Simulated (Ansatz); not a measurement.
Abridged Ansatz (a first-principles code) output:

```
Pseudopotential: Rh, paw, valence charge 17
Crystal: 1 atoms, lattice volume = 13.503 Å³
Basis set: ecut = 420 eV, 259 PW (Γ), exchange–correlation on 36×36×36 points (8 copies of the dense FFT grid, shifted against one another)
Bands: 13, of which v1, the nominal top of the filled ones, is band 9 counted from 1 (8 counted from 0)
Symmetry: 48 space group operations
k-points: 286 of 9261
Functional: x = pbesol(κ = 0.804, μ = 0.12345679012345678), c = pbesol(β = 0.046)
SCF iter   1: F=—  HF=-6338.754782 eV  |F-HF|=—  |Δ(HF+E_count)|=         —  Δρ=9.92e-3  dr2=1.07e-2  ethr=1.77e-3  ⟨swp⟩=5.1  Hψ=20777  notcnv=0
SCF iter   2: F=—  HF=-6338.751783 eV  |F-HF|=—  |Δ(HF+E_count)|=   3.00e-3  Δρ=3.78e-3  dr2=1.09e-3  ethr=6.32e-5  ⟨swp⟩=2.7  Hψ=9026  notcnv=0
SCF 1 converged in 7 iterations: F = -6338.751458 eV  dr2 = 5.33e-12
SCF converged after 7 iterations
Free energy (F): -6338.751458 eV
Internal energy: -6338.741525 eV  (E = F + TS)
E sigma→0 (E₀):  -6338.746491 eV
Entropy (-TS):   -0.009933 eV (-9.933 meV/atom)
Fermi energy:    22.762941 eV
--- Forces (eV/Å), atoms counted from 1 ---
  atom   1  Rh     0.00000000    -0.00000000     0.00000000
--- Stress (GPa, compression-positive) ---
        0.000300      -0.000000      -0.000000
       -0.000000       0.000300       0.000000
        0.000000       0.000000       0.000300
  P = ⅓ Tr σ = 0.0003 GPa (0.003 kbar)
```

### Question
What was computed, and what are the main results?

### Answer
Rh, 1 atom in the cell, with PBEsol in Ansatz (plane waves to 420 eV, PAW, no spin-orbit coupling). The last SCF converged to F = -6338.751458 eV, or -6338.7515 eV per atom, at a pressure of 0.00 GPa. The total energy compares only with runs of the same code, potentials and settings.

Whether these cells are dynamically stable was not tested. The final runs are not spin-polarised. The cell was made from Ag by this change: Ag → Rh.
